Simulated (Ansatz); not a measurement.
## What x(Ti) = 0.5, 4 atoms, I4_1/amd does to Ca

Consider Ca in the fcc (Cu type) structure (space group Fm-3m, No. 225; a = 5.4552 Å).

The other end (x = 1) is Ti in the fcc (Cu type) structure (space group Fm-3m, No. 225; a model cell): 16.68 Å³/atom, gap zero; this end may not be an ambient phase.

One thing is altered: Ti replaces 50.0 % of the Ca, ordered in a cell of 4 atoms (starting symmetry I4_1/amd) and fully relaxed.

Calculations: PBEsol (Ansatz, a quantum-chemistry and plane-wave program, PAW, no SOC). k-mesh 14×14×14 (Γ-centred); smearing 0.05 eV (Fermi–Dirac), for the changed cell.

| quantity | base | changed | shift |
|---|---|---|---|
| volume per atom | 40.59 Å³ | 24.22 Å³ | -16.364 Å³ |
| density | 1.64 g/cm³ | 3.01 g/cm³ | +1.37 g/cm³ |
| shortest interatomic distance | 3.857 Å | 3.201 Å | -0.6567 Å |
| band gap | zero | zero | – |
| mixing energy (to 0.01 eV only: unlike meshes or grids) | – | +0.65 eV/atom | – |

These are small ordered cells, not random alloys; other orderings at the same x differ. No phonon test of stability was made. All final runs are without spin polarisation. CaTi has a high density of states at the Fermi level and may be magnetic at this level. This is not the structure that Ti has at room temperature and ambient pressure.
